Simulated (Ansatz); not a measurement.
Refining one setting for MoS2 (R3m, 3 atoms in the cell)

```xyz
3
Lattice="1.5603 0.9008 6.3525 -1.5603 0.9008 6.3525 0.0000 -1.8017 6.3525" Properties=species:S:1:pos:R:3 pbc="T T T"
Mo     0.0000     0.0000    19.0532
S      0.0000     0.0000     7.8695
S      0.0000     0.0000     4.8273
```

Level of theory: PBE0, PAW files made with PBE (plane waves; Ansatz, an electronic-structure program).

The starting cell comes from a database of computed structures (which also holds hypothetical and non-ambient phases and stackings), without a prior relaxation at this level. Its lattice was rescaled by a random factor within 2.5 % of one. Spin polarisation is off. In the base run, with a pressure of about 6 GPa the cell is away from its equilibrium volume at this level. Ansatz's pressure includes its estimate of the finite-basis (Pulay) stress.

Held fixed: basis.ecutwfc = 420 eV; kpoints.mp_grid.shift = 0.5 0.5 0.5; hamiltonian.xc = pbe0; hamiltonian.pseudopotentials = {kind: paw} (the program's default PAW files); scf.occupations.method = fixed.

ΔF is the free energy per atom less that of the last row (6 6 6).

```
kpoints.mp_grid.grid  ΔF (meV/atom)  pressure (GPa)  largest force (eV/Å)  k-points  iterations
--------------------  -------------  --------------  --------------------  --------  ----------
2 2 2                         236.4            8.63                 1.136         2          22
3 3 3                         -10.7            6.08                 0.541         6          20
4 4 4                         -22.0            6.03                 0.714        10          20
5 5 5                         -0.09            6.50                 0.767        19          20
6 6 6                          0.00            6.48                 0.767        28          21
```

Energy within 10 meV/atom of the last row: from kpoints.mp_grid.grid = 5 5 5 on; the one before it is off by 22 meV/atom. Only the last setting checks this, so the series should go further.

Pressure within 1 GPa of the last row: from kpoints.mp_grid.grid = 3 3 3 on; the one before it is off by 2.1 GPa. The value it settles on is 6.5 GPa at this level of theory and with the other settings as held.

Keys are those of Ansatz 0.2.
